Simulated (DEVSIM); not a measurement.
System: abrupt Si p-n junction, at 300 K.

```
layer (left to right)  material  thickness (μm)  Nd (cm⁻³)  Na (cm⁻³)  τn (s)  τp (s)
---------------------  --------  --------------  ---------  ---------  ------  ------
1                            Si            74.0          -       6e18  5.4e-9  1.8e-7
2                            Si            53.0     2.6e17          -  1.8e-7  1.8e-7
```

Left contact: ohmic. Right contact: ohmic. Voltage is applied to the left contact. Recombination: SRH at mid-gap, Auger. Mobility is constant in doping.

This is a model device: material constants are rounded textbook-type values typed into the input, and sizes, dopings and lifetimes were drawn at random. Values at 300 K.

| parameter | Si |
|---|---|
| gap (eV) | 1.124 |
| affinity (eV) | 4.05 |
| permittivity | 11.7 |
| Nc (cm⁻³) | 2.86e19 |
| Nv (cm⁻³) | 3.1e19 |
| μn (cm²/Vs) | 1417 |
| μp (cm²/Vs) | 470 |
| Cn (cm⁶/s) | 2.8e-31 |
| Cp (cm⁶/s) | 9.9e-32 |

DEVSIM, 1D drift-diffusion, Boltzmann statistics, complete ionisation; no tunnelling, impact ionisation, image-force lowering or self-heating.

Task: Give the dark forward current.

Result: 
(V (V), J (A/cm²)): (0.05, 4.1e-9); (0.15, 4.2e-8); (0.20, 1.2e-7); (0.30, 9.9e-7); (0.35, 3.1e-6); (0.45, 5.0e-5); (0.50, 0.00027); (0.60, 0.011); (0.65, 0.072); (0.75, 3.3); (0.80, 21); (0.90, 330); (0.95, 740); (1.05, 2100)
